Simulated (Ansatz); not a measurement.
An Ansatz (an electronic-structure program) run: hypothetical Fm-3m WSe2 with a change (Se → I); Ansatz PBEsol, no spin-orbit coupling.

Input:

Ansatz 0.2 input:
```yaml
crystal:
  lattice:
    - [0, 3.3135953668, 3.3135953668]
    - [3.3135953668, 0, 3.3135953668]
    - [3.3135953668, 3.3135953668, 0]
  atoms:
    - { symbol: W, position: [0, 0, 0] }
    - { symbol: I, position: [0.25, 0.25, 0.25] }
    - { symbol: I, position: [0.75, 0.75, 0.75] }
basis: { ecutwfc: 420, ecutrho_ratio: 4, xc_grid: 2, fft_grid_basis: typed }
kpoints: { mp_grid: { grid: [9, 9, 9] } }
hamiltonian:
  xc: pbesol
  dispersion: none
  pseudopotentials: { kind: paw }
scf: { occupations: { method: fermi_dirac, width: 0.05 }, convergence: { dr2_threshold: 0.0000000003 } }
output: { forces: true, stress: true }
checkpoint: { write: state.ck, write_every: 1000 }
```

Output:

```
WARN ansatz: RAYON_NUM_THREADS=1 ignored (pool sized by the plan → 1); use --threads N
Pseudopotentials: kind: paw
Pseudopotential: W, paw, valence charge 14
Pseudopotential: I, paw, valence charge 17
Functional definition: PBEsol
Crystal: 3 atoms, lattice volume = 72.766 Å³
Basis set: ecut = 420 eV, 1411 PW (Γ), exchange–correlation on 64×64×64 points (8 copies of the dense FFT grid, shifted against one another)
Bands: 28, of which v1, the nominal top of the filled ones, is band 24 counted from 1 (23 counted from 0)
Symmetry: 48 space group operations
Space group: Fm-3m (ITA 225), of the structure as read, at distance tolerance 4.2e-5 Å
k-points: 35 of 729
PAW frozen core: W, regenerated for the run's functional, and the local potential with it
PAW frozen core: I, regenerated for the run's functional, and the local potential with it
Initial density: superposition of atomic densities (neutral atoms: chi_scale 0, normalization atom), corrected by the library's trained network
Initial wavefunctions: pseudopotential atomic-orbital guess
Eigensolver: davidson
Functional: x = pbesol(κ = 0.804, μ = 0.12345679012345678), c = pbesol(β = 0.046)
SCF iter   1: F=—  HF=-25118.641845 eV  |F-HF|=—  |Δ(HF+E_count)|=         —  Δρ=4.36e-3  dr2=1.18e-2  ethr=1.77e-3  ⟨swp⟩=6.5  Hψ=4510  notcnv=0
all-band conjugate gradients solve this SCF's bands
preconditioner: auto → none
SCF iter   2: F=—  HF=-25118.638851 eV  |F-HF|=—  |Δ(HF+E_count)|=   2.99e-3  Δρ=1.96e-3  dr2=2.62e-3  ethr=2.46e-5  ⟨swp⟩=2.0  Hψ=1731  notcnv=0
SCF iter   3: F=—  HF=-25118.639545 eV  |F-HF|=—  |Δ(HF+E_count)|=   6.94e-4  Δρ=1.60e-3  dr2=3.66e-3  ethr=5.45e-6  ⟨swp⟩=2.9  Hψ=1916  notcnv=0
SCF iter   4: F=—  HF=-25118.638923 eV  |F-HF|=—  |Δ(HF+E_count)|=   6.22e-4  Δρ=4.30e-4  dr2=5.99e-5  ethr=5.45e-6  ⟨swp⟩=2.0  Hψ=1206  notcnv=0
SCF iter   5: F=—  HF=-25118.638958 eV  |F-HF|=—  |Δ(HF+E_count)|=   3.52e-5  Δρ=8.02e-5  dr2=3.89e-6  ethr=1.25e-7  ⟨swp⟩=2.0  Hψ=1785  notcnv=0
SCF iter   6: F=—  HF=-25118.638958 eV  |F-HF|=—  |Δ(HF+E_count)|=   5.32e-7  Δρ=2.64e-5  dr2=2.48e-7  ethr=8.10e-9  ⟨swp⟩=2.0  Hψ=1721  notcnv=0
SCF iter   7: F=—  HF=-25118.638958 eV  |F-HF|=—  |Δ(HF+E_count)|=   6.72e-8  Δρ=2.45e-6  dr2=6.53e-9  ethr=5.16e-10  ⟨swp⟩=2.0  Hψ=1768  notcnv=0
SCF iter   8: F=-25118.638958 eV  HF=-25118.638958 eV  |F-HF|=3.13e-10  |Δ(HF+E_count)|=   3.07e-9  Δρ=5.97e-7  dr2=2.20e-10  ethr=1.00e-12  ⟨swp⟩=3.6  Hψ=4147  notcnv=0
SCF 1 converged in 8 iterations: F = -25118.638958 eV  dr2 = 2.20e-10
SCF converged after 8 iterations
Free energy (F): -25118.638958 eV
Harris-Foulkes:  -25118.638958 eV  (|F-HF|=3.13e-10)
Internal energy: -25118.638854 eV  (E = F + TS)
E sigma→0 (E₀):  -25118.638906 eV
Entropy (-TS):   -0.000104 eV (-0.035 meV/atom)
Fermi energy:    14.584759 eV
--- Per-component energies (eV) ---
  E_band       = -739.520009
  E_kinetic    = 833.979982
  E_local      = -4021.562868  (includes V_loc(G=0)·N_el)
  E_nonlocal   = -172.181527
  E_hartree    = 2039.426565
  E_xc         = -520.502778
  E_vxc        = -497.021033  (∫ρ·V_xc dr)
  E_paw        = -17909.832419  (= ΣΔE_a)
  E_vpaw       = -961.586546  (= ΣTr[D̂ρ^β])
  E_aug_tail   = -0.000028  (compensation charges beyond the density's cutoff)
  E_ewald      = -5369.011858
  E_core_change = 1.046076  (= ΣΔE_core)
  E_smearing   = -0.000104  (= −TS)
  E_closure    = 0.000000  (closes the sum)
  Σ components = -25118.638958   (vs F -25118.638958, Δ=0.00e0)
  [band-id]    e_kinetic+e_local+e_nonlocal+2·e_hartree+e_vxc+e_vpaw+e_augmentation_tail = -739.518889   (vs E_band -739.520009, Δ=1.12e-3)
--- Forces (eV/Å), atoms counted from 1 ---
  atom   1  W     -0.00000000     0.00000000     0.00000000
  atom   2  I      0.00000000    -0.00000000    -0.00000000
  atom   3  I     -0.00000000     0.00000000    -0.00000000
  max |Σ_I F_I| component: 8.10e-18 eV/Å
--- Stress (GPa, compression-positive) ---
       -0.005227      -0.000000       0.000000
       -0.000000      -0.005227      -0.000000
        0.000000      -0.000000      -0.005227
  P = ⅓ Tr σ = -0.0052 GPa (-0.052 kbar)
  The stress holds the Pulay correction. Without it, at fixed plane waves, as pw.x and ABINIT print it: P = -0.0412 GPa
  The stress includes an estimate of the error left by incomplete SCF convergence (largest component -0.0005 GPa).
--- Band table ---
  band table: none
```

Spin-orbit coupling, missing from the scalar runs, can matter with I and W. Whether these cells are dynamically stable was not tested. The cell was made from WSe2 by this change: Se → I; the result is a hypothetical phase, not in the database extracts checked.
